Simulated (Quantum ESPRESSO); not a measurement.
**How a calculation on ZnNi3Sb2 (P-3m1, 6 atoms in the cell) responds to its settings**

```
ZnNi3Sb2
1.0
    4.15135     0.00000     0.00000
   -2.07567     3.59517     0.00000
    0.00000     0.00000     6.35925
Zn Ni Sb
1 3 2
Direct
  0.00000   0.00000   0.00000
  0.00000   0.00000   0.50000
  0.33333   0.66667   0.89170
  0.66667   0.33333   0.10830
  0.33333   0.66667   0.30210
  0.66667   0.33333   0.69790
```

Base run A: PBEsol, PSlibrary PAW (PBE) pseudopotentials run with Quantum ESPRESSO, self-consistent single point.

Its settings: ecutwfc = 50 Ry; ecutrho = 300 Ry; occupations = smearing; smearing = gaussian; degauss = 0.0073499 Ry; input_dft = pbesol; K_POINTS = automatic 8 8 4 0 0 0; conv_thr = 1e-10 Ry; mixing_beta = 0.5.

The starting cell comes from a database of computed structures (which also holds hypothetical and non-ambient phases and stackings), without a prior relaxation at this level. Its lattice was rescaled by a random factor within 2.5 % of one. Spin polarisation is off. In the base run, with a pressure of about -6 GPa the cell is away from its equilibrium volume at this level.

ΔF is the free energy per atom less that of run A. 

Run A gave: pressure (GPa) -5.97; largest force (eV/Å) 0.167; TS (meV/atom) 3.4; k-points 35.

Runs:
- B: degauss, K_POINTS = 0.002205 Ry, automatic 6 6 4 0 0 0
- C: degauss, K_POINTS = 0.0073499 Ry, automatic 6 6 4 0 0 0
- D: degauss, K_POINTS = 0.02205 Ry, automatic 6 6 4 0 0 0
- E: degauss, K_POINTS = 0.002205 Ry, automatic 7 7 4 0 0 0
- F: degauss, K_POINTS = 0.0073499 Ry, automatic 7 7 4 0 0 0
- G: degauss, K_POINTS = 0.02205 Ry, automatic 7 7 4 0 0 0
- H: degauss, K_POINTS = 0.002205 Ry, automatic 9 9 5 0 0 0
- I: degauss, K_POINTS = 0.0073499 Ry, automatic 9 9 5 0 0 0
- J: degauss, K_POINTS = 0.02205 Ry, automatic 9 9 5 0 0 0
- K: degauss, K_POINTS = 0.002205 Ry, automatic 10 10 6 0 0 0
- L: degauss, K_POINTS = 0.0073499 Ry, automatic 10 10 6 0 0 0

**Question.** What does run K change against A?

**Answer.** The free energy hardly moves (within 1 meV/atom), the pressure goes from -5.97 to -6.09 GPa and the largest force goes from 0.167 to 0.174 eV/Å.

**Question.** What does run D change against A?

**Answer.** The free energy goes down by 13.3 meV/atom, the pressure stays near -5.89 GPa while the zz stress (positive for compression) goes from -5.42 to -4.96 GPa and the largest force goes from 0.167 to 0.174 eV/Å.

**Question.** What does run B change against A?

**Answer.** The free energy stays essentially unchanged (within 1 meV/atom), the pressure goes from -5.97 to -6.13 GPa and the largest force goes from 0.167 to 0.187 eV/Å.

```tsv
run	ΔF (meV/atom)	pressure (GPa)	largest force (eV/Å)	TS (meV/atom)	k-points
A	0.00	-5.97	0.167	3.4	35
B	0.35	-6.13	0.187	0.3	24
C	-1.25	-6.11	0.170	3.2	24
D	-13.3	-5.89	0.174	28.0	24
E	-0.33	-6.02	0.185	0.2	28
F	-1.65	-5.97	0.172	3.0	28
G	-13.8	-5.84	0.172	27.7	28
H	0.12	-6.04	0.164	0.3	50
I	-1.42	-6.01	0.172	3.4	50
J	-14.0	-5.84	0.186	27.9	50
K	-0.07	-6.09	0.174	0.3	72
L	-1.48	-6.04	0.168	3.1	72
```
